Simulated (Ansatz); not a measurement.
**Several settings converged on Ir3Rh (I4/mmm, 4 atoms in the cell)**

```
CELL_PARAMETERS angstrom
     -1.92485     1.92485     3.85424
      1.92485    -1.92485     3.85424
      1.92485     1.92485    -3.85424
ATOMIC_POSITIONS crystal
  Ir 0.75000 0.25000 0.50000
  Ir 0.25000 0.75000 0.50000
  Ir 0.50000 0.50000 0.00000
  Rh 0.00000 0.00000 0.00000
```

Base method: LDA (PW92), default PAW files made with PBE (plane waves; Ansatz, a quantum-chemistry and plane-wave program).

Base settings: basis.ecutwfc = 420 eV; kpoints.mp_grid.grid = 12 12 12; hamiltonian.xc = lda; hamiltonian.pseudopotentials = {kind: paw} (the program's default PAW files); scf.occupations.method = fermi_dirac; scf.occupations.width = 0.1 eV.

Core times come from one kind of shared machine, to one figure; runs under 30 s give none.

**Zone-centre phonons against the cutoff**

In this ladder: phonons.method = dfpt.

The mesh stays at the base's, so the ladder's end is converged at best in this setting alone.

Frequencies are those of the unrelaxed cell, without the LO-TO term of polar crystals.

Only quantities that move along the ladder and can be compared are tabulated.

```csv
basis.ecutwfc,highest zone-centre frequency (cm⁻¹),lowest optical frequency (cm⁻¹),core time / last (rough)
210 eV,66.3,-66.1,0.4
295 eV,201.7,140.8,0.6
355 eV,192.3,134.2,0.7
420 eV,192.3,134.3,1
```

Coarsest basis.ecutwfc that holds the highest zone-centre frequency within 5 cm⁻¹ of the last step, with all finer ones: 355 eV; the step before is off by 9.4 cm⁻¹.

Coarsest basis.ecutwfc that holds the lowest optical frequency within 1 cm⁻¹ of the last step, with all finer ones: 355 eV; the step before is off by 6.5 cm⁻¹.

**Zone-centre phonons against the mesh**

In this ladder: phonons.method = dfpt.

Frequencies are those of the unrelaxed cell, without the LO-TO term of polar crystals.

Only quantities that move along the ladder and can be compared are tabulated.

```tsv
kpoints.mp_grid.grid	highest zone-centre frequency (cm⁻¹)	lowest optical frequency (cm⁻¹)	core time / last (rough)
3 3 3	194.6	112.9	–
4 4 4	157.2	104.6	0.2
5 5 5	198.8	134.1	0.2
9 9 9	193.6	135.6	1
```

Coarsest kpoints.mp_grid.grid that holds the lowest optical frequency within 5 cm⁻¹ of the last step, with all finer ones: 5 5 5, at about 0.2 of the last step's time; the step before is off by 31 cm⁻¹.

Coarsest kpoints.mp_grid.grid that holds the highest zone-centre frequency within 10 cm⁻¹: not settled: the last two steps still differ by 5.2 cm⁻¹, over half the tolerance, so the ladder does not show it.

On the base run: the starting cell comes from a database of computed structures (which also holds hypothetical and non-ambient phases and stackings), without a prior relaxation at this level. Its lattice was rescaled by up to half a per cent. Spin polarisation is off. In the base run, with a pressure of about -15 GPa the cell is away from its equilibrium volume at this level.

Keys are those of Ansatz 0.2.
